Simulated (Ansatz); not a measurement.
Base system: BeTe in the zinc blende structure (space group F-43m, No. 216; a = 5.6046 Å). Axes: x, y, z lie along the cube axes.

It is then changed as follows: tensor shear ε_yz = −1.97 % (engineering shear γ = -0.0394); the atoms relax in the strained cell.

Levels (all Ansatz, an electronic-structure program, PAW, earlier PAW set): PBEsol (420 eV, no spin-orbit coupling); r2SCAN (500 eV, scalar-relativistic without spin-orbit coupling); HSE06 (420 eV, no SOC); PBEsol+SOC (420 eV, spin-orbit coupling included); HSE06+SOC (420 eV, spin-orbit coupling included).

At the geometry relaxed with PBEsol, these levels gave the following band gaps, in shuffled order: (a) 2.10 eV, (b) 2.34 eV, (c) 1.58 eV, (d) 2.02 eV, (e) 1.34 eV.

Question: Match each gap to its level.

Answer: (a) HSE06+SOC; (b) HSE06; (c) PBEsol; (d) r2SCAN; (e) PBEsol+SOC.

Single points use the geometry relaxed with PBEsol. HSE06 was sampled on its mesh, a few special points and the semilocal edge points, so its gap is an upper bound. Differences between runs with and without spin-orbit coupling are approximate. Spin-orbit coupling, missing from the scalar runs, can matter with Te. Stability against distortions was not tested.
